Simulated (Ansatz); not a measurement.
Amorphous Ti$_{4}$Zr$_{4}$Hf$_{4}$Nb$_{4}$Ta$_{4}$O$_{44}$, 64 atoms at 5.99 g/cm³, one PBE-relaxed geometry, zone centre. Methods: PBE, scalar-relativistic without spin-orbit coupling (Ansatz, an electronic-structure program); r2SCAN, scalar-relativistic without spin-orbit coupling (Ansatz); HSE06, scalar-relativistic without spin-orbit coupling (Ansatz). Plane waves to 420 eV (r2SCAN 500 eV); exact exchange is cut at the cell's faces. At PBE the levels at the filled edge of the gap are localised (band-tail or defect states). All rungs ran without spin polarisation.

The cell was made by melting and quenching with the CHGNet potential and then relaxed with DFT. O atoms were pushed apart under 1.9 Å during the dynamics, to hinder bonds among them. The hot cell started wider than the set density and was brought back towards it in steps. It is the lowest in DFT energy of 2 quenches. It is a model cell: composition and starting density were chosen by hand, and all elements were melted together. No dispersion term was used. Its density started from a set value of 6.13 and ended at 5.99 g/cm³. Cooling (nominally 300 K/ps over its main leg) ran many orders faster than in experiment, which tends to leave more defects and strain. A cell of this size samples the disorder only roughly. Volume and shape were free in the relaxation.

The relaxation ran on the zone centre alone. At PBE the level gap is 2.77 eV on a 2×2×2 Γ-centred mesh, and the spacing at the zone centre alone 2.80 eV.

Question: What zone-centre spacing does r2SCAN give, roughly?

Answer: 3.16 eV (+0.36 eV against PBE).

Question: What zone-centre spacing does HSE06 give, roughly?

Answer: 4.30 eV (+1.50 eV against PBE).

The highest filled and the lowest empty state spread over these numbers of atoms (participation numbers): PBE: 9.8 and 6.8; r2SCAN: 10.0 and 6.0; HSE06: 11.0 and 6.7.
